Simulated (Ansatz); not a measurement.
We consider GaAlAs2 (R3m, No. 160, 4 atoms in the cell; start mp-1228891), described by PBEsol (plane waves, PAW; Ansatz, an electronic-structure program).

Numerical settings: plane-wave cutoff 500 eV, 12×12×12 k mesh, gaussian smearing 0.02 eV, scalar-relativistic PAW data made under PBE.

Cell (relaxed at this level):

```cif
data_Al3As6Ga3
_chemical_formula_sum 'Al3 Ga3 As6'
_space_group_name_H-M_alt 'R3m :H'
_space_group_IT_number 160
_space_group_name_Hall 'R 3 -2"'
_cell_length_a 4.00741
_cell_length_b 4.00741
_cell_length_c 19.63493
_cell_angle_alpha 90.000
_cell_angle_beta 90.000
_cell_angle_gamma 120.000
loop_
_atom_site_label
_atom_site_type_symbol
_atom_site_symmetry_multiplicity
_atom_site_Wyckoff_symbol
_atom_site_fract_x
_atom_site_fract_y
_atom_site_fract_z
_atom_site_occupancy
Al1 Al 3 a 0.00000 0.00000 0.00025 1
Ga1 Ga 3 a 0.00000 0.00000 0.49981 1
As1 As 3 a 0.00000 0.00000 0.87505 1
As2 As 3 a 0.00000 0.00000 0.37487 1
```
(The calculation used a cell of 4 atoms; values per cell refer to that cell.)

Task: Give the computed band gap.

Result: 
- band gap = 0.82 eV (on the SCF k mesh)

Note: the relaxation could not lower the start's symmetry, so the cell can be a saddle point above a distorted one.

Spin–orbit coupling is not included.

The result took roughly 2.1 core-minutes.

A start named mp-… is a Materials Project structure, which need not be a measured phase.
